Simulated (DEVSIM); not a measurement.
System: Mo/Al2O3/SiO2/p-Si capacitor, at 300 K.

Layer 1 from the left is Al2O3, thickness (nm) 3.10. Layer 2 from the left is SiO2, thickness (nm) 1.10. Layer 3 from the left is Si, thickness (nm) 610, Na (cm⁻³) 8.9e17.

Metal gate on the left, work function 4.6 eV. Fixed charge at the semiconductor interface -7.7e10 cm⁻² (in units of +e); no interface traps.

This is a model device: material constants are rounded textbook-type values typed into the input, and sizes, dopings and lifetimes were drawn at random. Values at 300 K.

Al2O3: gap (eV) 6.8, affinity (eV) 1.35, permittivity 9. SiO2: gap (eV) 9, affinity (eV) 0.9, permittivity 3.9. Si: gap (eV) 1.124, affinity (eV) 4.05, permittivity 11.7, Nc (cm⁻³) 2.86e19, Nv (cm⁻³) 3.1e19.

DEVSIM, 1D Poisson equation in equilibrium, Boltzmann statistics, complete ionisation; no quantum confinement or tunnelling. Metal contacts follow the ideal Schottky-Mott rule: no Fermi-level pinning, no interface dipoles.

### Question
What does the simulation give for the minimum of the low-frequency capacitance, the threshold voltage (band bending 2φF)?

### Answer
minimum of the low-frequency capacitance 0.252 μF/cm²; threshold voltage (band bending 2φF) 0.84 V.
